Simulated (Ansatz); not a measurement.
The parent structure is NbN in the rock salt structure (space group Fm-3m, No. 225; a = 4.421 Å).

The values are results of PBE (Ansatz, a quantum-chemistry and plane-wave program), no spin-orbit coupling, not measurements.

One change was made to it. Results:

```json
[
 {"quantity": "band gap", "base": "zero", "after": "zero"},
 {"quantity": "volume per atom", "base": "10.80 Å³", "after": "9.12 Å³"}
]
```

### Question
Which change produced these results?
A. pressure 15 GPa
B. pressure −2 GPa
C. pressure 30 GPa
D. pressure 7 GPa
E. pressure 75 GPa

### Answer
E, pressure 75 GPa. For comparison, the volume per atom in the other runs: pressure −2 GPa gives 10.87 Å³; pressure 7 GPa gives 10.57 Å³; pressure 15 GPa gives 10.34 Å³; pressure 30 GPa gives 9.96 Å³.

Load acts through the strain it causes; cell and atoms are relaxed under it. Stability against distortions was not tested. Competing high-pressure phases were not computed. The final runs are not spin-polarised.
